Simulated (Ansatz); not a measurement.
A (6,3) carbon nanotube, relaxed period 11.301 Å, atoms relaxed at each strain.

```
strain  energy (meV a period)  axial force (nN)
------  ---------------------  ----------------
-0.015                 +529.8            -10.10
+0.015                 +501.5             +9.36
```

Calculation: PBE (plane waves to 420 eV, PAW; Ansatz, a first-principles code). Mesh 1×1×6. No spin polarisation. One-dimensional cell, images about 11 Å apart. An idealised model, rolled from the flat sheet. Only distortions within the start's symmetry and period were free. Buckling under compression is shut out by symmetry and the short period. Energies are free energies at a Fermi–Dirac width of 0.05 eV, from the unstrained cell.

Mean diameter 6.31 Å.

### Question
Work out the axial stiffness dF/dε in two ways, and what it means for a modulus.

### Answer
From the forces: (+9.36 − (-10.10))/0.030 = 649 nN. From the energies: (E₊ + E₋)/(ε² c) = 1.0313 eV/(0.015² × 11.301 Å) = 405.6 eV/Å = 650 nN. The two agree to within 1 %. Spread over the circumference π × 6.31 Å, the force value is a sheet stiffness of 327 N/m.
